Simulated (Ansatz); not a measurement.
## Effect of isotropic strain +5.10 % on SnSb

Start from SnSb in the rock salt structure (space group Fm-3m, No. 225; a = 6.088 Å; relaxed with 0.1 eV smearing).

The change: the cell is scaled by 1.0510 in all directions, atoms relaxed at fixed cell.

Computed with PBEsol (Ansatz, a first-principles code; PAW; 420 eV plane waves; no SOC). Γ-centred 16×16×16 mesh, Fermi–Dirac width 0.1 eV.

Volume per atom: 32.75 Å³ (base 28.21 Å³)
Space group: Fm-3m (No. 225) (base Fm-3m (No. 225))
Shortest interatomic distance: 3.199 Å (base 3.044 Å)
Energy relative to the base (free energy F): +100 meV/atom
Band gap: zero (base zero)

No phonon test of stability was made. The final runs are not spin-polarised. An odd electron count without spin: SnSb.
